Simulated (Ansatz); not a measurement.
The parent structure is Al2CdS4 (space group I-4, No. 82; a = 5.521 Å, c = 10.154 Å).

All numbers come from plane-wave PAW DFT at the PBEsol level (Ansatz, a quantum-chemistry and plane-wave program, 420 eV), no SOC.

Base values:

Band gap: 2.82 eV
Gap character: indirect, k = (0.222, -0.222, 1/3) in the run's primitive reciprocal basis → Γ

The change: the cell is scaled by 0.9850 in all directions; the atoms relax in the strained cell.

What does the calculation give for the band gap, valence-band top at Γ and gap character after the change?

The band gap rises by 0.15 eV (2.82 eV → 2.97 eV); the valence-band top at Γ (three highest levels, from the VBM) comes out as 0.00, 0.00, -0.09 eV; the gap character goes from indirect, k = (0.222, -0.222, 1/3) in the run's primitive reciprocal basis → Γ to direct at Γ.

Whether these cells are dynamically stable was not tested.
